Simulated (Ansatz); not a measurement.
**Habitual settings against a tight run: KF (Fm-3m, 2 atoms in the cell)**

Self-consistent single point.

```
KF
1.0
    0.00000     2.70219     2.70219
    2.70219     0.00000     2.70219
    2.70219     2.70219     0.00000
K F
1 1
Direct
  0.00000   0.00000   0.00000
  0.50000   0.50000   0.50000
```

Method: LDA (PW92), PAW files made with PBE (plane waves; Ansatz, a first-principles code).

Base settings: basis.ecutwfc = 420 eV; kpoints.mp_grid.grid = 6 6 6; hamiltonian.xc = lda; hamiltonian.pseudopotentials = {kind: paw} (the program's default PAW files); scf.occupations.method = gaussian; scf.occupations.width = 0.01 eV.

Tight run (finer mesh or higher cutoff; not a proven limit): basis.ecutwfc: 420 eV → 590 eV; kpoints.mp_grid.grid: 6 6 6 → 9 9 9; scf.convergence.dr2_threshold: default (1e-07 eV) → 1e-09 eV. It gave top of the valence band (on the code's own zero) 0.77 eV; gap on the k-point mesh 5.64 eV; pressure -4.26 GPa.

Quick runs, as changes from the base:
- A: the base itself
- B: basis.ecutwfc: 420 eV → 335 eV
- C: basis.ecutwfc: 420 eV → 210 eV; kpoints.mp_grid.grid: 6 6 6 → 8 8 8; scf.occupations.width: 0.01 eV → 0.136 eV; scf.convergence.dr2_threshold: default (1e-07 eV) → 0.001 eV
- D: basis.ecutwfc: 420 eV → 295 eV; kpoints.mp_grid.grid: 6 6 6 → 8 8 8; scf.convergence.dr2_threshold: default (1e-07 eV) → 0.0001 eV
- E: kpoints.mp_grid.grid: 6 6 6 → 2 2 2; hamiltonian.xc: lda → b3lyp [B3LYP]
- F: kpoints.mp_grid.grid: 6 6 6 → 2 2 2; hamiltonian.xc: lda → hse06 [HSE06]

Dashes: energy of E, F, another energy zero; count of E, F, another kind of functional, whose work the count does not hold.

Gaps are read on each run's own mesh, which may miss the band edges.

† marks runs with another functional, U, potentials or spin treatment: their distance from the tight run is not a convergence error alone.

The count of work is k-points × plane waves × bands × iterations; it is no time. 

Pressures in the table are Ansatz's without its Pulay estimate, at a fixed set of plane waves; the tight run's value above holds the estimate.

The starting cell comes from a database of computed structures (which also holds hypothetical and non-ambient phases and stackings), without a prior relaxation at this level. Its lattice was rescaled by a random factor within 2.5 % of one. In the base run, with a pressure of about -4 GPa the cell is away from its equilibrium volume at this level.

```csv
run,energy less tight (meV/atom),pressure less tight (GPa),gap on the mesh less tight (eV),count of work / tight
A,2.3,-0.27,0.000,0.24
B,79.0,-5.05,-0.002,0.18
C,3555.6,-110.22,-0.225,0.13
D,301.8,-15.26,0.021,0.20
E†,–,4.10,2.566,–
F†,–,3.73,2.355,–
```

Among the runs at the tight run's level, the energy misses run from 2.3 to 3555.6 meV/atom.

Left out of this page: 2 runs of the series unsound by tests on forces, stress, charge or solver warnings.

Keys are those of Ansatz 0.2.
